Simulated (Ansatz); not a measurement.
Input and output of a self-consistent single point for SiMo3 (Pm-3n, 8 atoms in the cell) (Ansatz, a first-principles code).

Level of theory: PBEsol, default PAW files made with PBE (plane waves; Ansatz).

```
SiMo3
1.0
    4.87063     0.00000     0.00000
    0.00000     4.87063     0.00000
    0.00000     0.00000     4.87063
Si Mo
2 6
Direct
  0.50000   0.50000   0.50000
  0.00000   0.00000   0.00000
  0.00000   0.50000   0.25000
  0.00000   0.50000   0.75000
  0.25000   0.00000   0.50000
  0.75000   0.00000   0.50000
  0.50000   0.25000   0.00000
  0.50000   0.75000   0.00000
```

Reference input (self-consistent single point, DFT, PBE, plane waves, default PAW files): basis.ecutwfc = 30.9 Ry; kpoints.mp_grid.grid = 5 5 5; hamiltonian.xc = pbe; hamiltonian.pseudopotentials = {kind: paw} (the program's default PAW files); scf.occupations.method = gaussian; scf.occupations.width = 0.0147 Ry. This run's input differs from it in these lines:

Ansatz 0.2 input:
```diff
@@ -21,3 +21,3 @@
 hamiltonian:
-  xc: pbe
+  xc: pbesol
   pseudopotentials:
```

Output, abridged:

```
SCF iter   1: F=—  HF=-30630.880875 eV  |F-HF|=—  |Δ(HF+E_count)|=         —  Δρ=5.27e-3  dr2=1.91e-2  ethr=1.77e-3  ⟨swp⟩=5.0  Hψ=1870  notcnv=0
all-band conjugate gradients solve this SCF's bands
preconditioner: auto → Resta (q_TF=auto, 2.627 Å⁻¹)
SCF iter   2: F=—  HF=-30630.877992 eV  |F-HF|=—  |Δ(HF+E_count)|=   2.88e-3  Δρ=2.74e-3  dr2=4.73e-3  ethr=2.08e-5  ⟨swp⟩=2.5  Hψ=973  notcnv=0
SCF iter   3: F=—  HF=-30630.877006 eV  |F-HF|=—  |Δ(HF+E_count)|=   9.85e-4  Δρ=4.01e-4  dr2=1.42e-4  ethr=5.14e-6  ⟨swp⟩=2.8  Hψ=1011  notcnv=0
SCF iter   4: F=—  HF=-30630.876988 eV  |F-HF|=—  |Δ(HF+E_count)|=   1.86e-5  Δρ=5.14e-5  dr2=2.01e-6  ethr=1.54e-7  ⟨swp⟩=2.0  Hψ=742  notcnv=0
SCF iter   5: F=—  HF=-30630.876926 eV  |F-HF|=—  |Δ(HF+E_count)|=   6.21e-5  Δρ=8.72e-6  dr2=2.75e-8  ethr=2.18e-9  ⟨swp⟩=2.8  Hψ=1002  notcnv=0
SCF iter   6: F=-30630.876926 eV  HF=-30630.876926 eV  |F-HF|=9.46e-11  |Δ(HF+E_count)|=   1.40e-8  Δρ=9.77e-7  dr2=4.28e-10  ethr=2.98e-11  ⟨swp⟩=6.3  Hψ=1940  notcnv=0
SCF 1 converged in 6 iterations: F = -30630.876926 eV  dr2 = 4.28e-10
Free energy (F): -30630.876926 eV
Internal energy: -30630.816082 eV  (E = F + TS)
E sigma→0 (E₀):  -30630.846504 eV
Entropy (-TS):   -0.060844 eV (-7.605 meV/atom)
Fermi energy:    19.886584 eV
--- Forces (eV/Å), atoms counted from 1 ---
  atom   1  Si    -0.00000000    -0.00000000     0.00000000
   [... zero for the other atoms too ...]
--- Stress (GPa, compression-positive) ---
       -2.053221      -0.000000       0.000000
       -0.000000      -2.053221       0.000000
        0.000000       0.000000      -2.053221
  P = ⅓ Tr σ = -2.0532 GPa (-20.532 kbar)
  The stress holds the Pulay correction. Without it, at fixed plane waves, as pw.x and ABINIT print it: P = -2.0851 GPa
```

The run converged in 6 iterations. Against the reference run the pressure goes from 5.15 to -2.05 GPa.

The starting cell comes from a database of computed structures (which also holds hypothetical and non-ambient phases and stackings), without a prior relaxation at this level. Its lattice was rescaled by a random factor within 2.5 % of one. Spin polarisation is off. Ansatz's pressure includes its estimate of the finite-basis (Pulay) stress.
